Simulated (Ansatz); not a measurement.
Abridged Ansatz (a program for electronic structure) output:

```
Pseudopotential: Zr, paw, valence charge 12
Pseudopotential: O, paw, valence charge 6
Crystal: 6 atoms, lattice volume = 64.181 Å³
Basis set: ecut = 500 eV, 1611 PW (Γ), exchange–correlation on 108×108×160 points (64 copies of the dense FFT grid, shifted against one another)
Bands: 30, of which v1, the nominal top of the filled ones, is band 24 counted from 1 (23 counted from 0)
Symmetry: 16 space group operations
k-points: 60 of 567
Functional: x = r2scan, c = r2scan; τ floored in thin density (d = 2e-4 eV/Å³)
SCF iter   1: F=—  HF=-10675.942593 eV  |F-HF|=—  |Δ(HF+E_count)|=         —  Δρ=1.53e-2  dr2=1.72e-1  dr2_τ=4.30e-1  ethr=1.77e-3  ⟨swp⟩=5.8  Hψ=7500  notcnv=0
SCF iter   2: F=—  HF=-10676.087605 eV  |F-HF|=—  |Δ(HF+E_count)|=   1.45e-1  Δρ=6.60e-3  dr2=1.27e-2  dr2_τ=5.77e-3  ethr=3.57e-4  ⟨swp⟩=2.0  Hψ=3460  notcnv=0  defer=120
SCF 1 converged in 8 iterations: F = -10676.087318 eV  dr2 = 1.03e-10
SCF converged after 8 iterations
Free energy (F): -10676.087318 eV
Internal energy: -10676.087318 eV  (E = F + TS)
E sigma→0 (E₀):  -10676.087318 eV
Fermi energy:    14.207375 eV
--- Forces (eV/Å), atoms counted from 1 ---
  atom   1  Zr    -0.00000000     0.00000000     0.00000000
  atom   2  Zr     0.00000000     0.00000000    -0.00000000
  atom   3  O      0.00000000     0.00000000    -0.01672051
  atom   4  O     -0.00000000     0.00000000    -0.01672051
  atom   5  O     -0.00000000     0.00000000     0.01672051
  atom   6  O      0.00000000     0.00000000     0.01672051
--- Stress (GPa, compression-positive) ---
       18.717845       0.000000      -0.000000
        0.000000      18.717845       0.000000
       -0.000000       0.000000       3.702936
  P = ⅓ Tr σ = 13.7129 GPa (137.129 kbar)
```

### Question
What was computed, and what are the main results?

### Answer
ZrO2, 6 atoms in the cell, with r2SCAN/PAW in Ansatz, no spin-orbit coupling. The last SCF converged to F = -10676.087318 eV, or -1779.3479 eV per atom, at a pressure of 13.71 GPa. The total energy compares only with runs of the same code, potentials and settings.

Single points use the geometry relaxed with PBEsol. The cells carry an imposed strain or load. Whether these cells are dynamically stable was not tested. The cell was made from ZrO$_{2}$ (space group P4_2/nmc, No. 137) by this change: biaxial strain −2.33 %, plane normal [001], relaxed out of plane. This is not the structure that ZrO2 has at room temperature and ambient pressure.
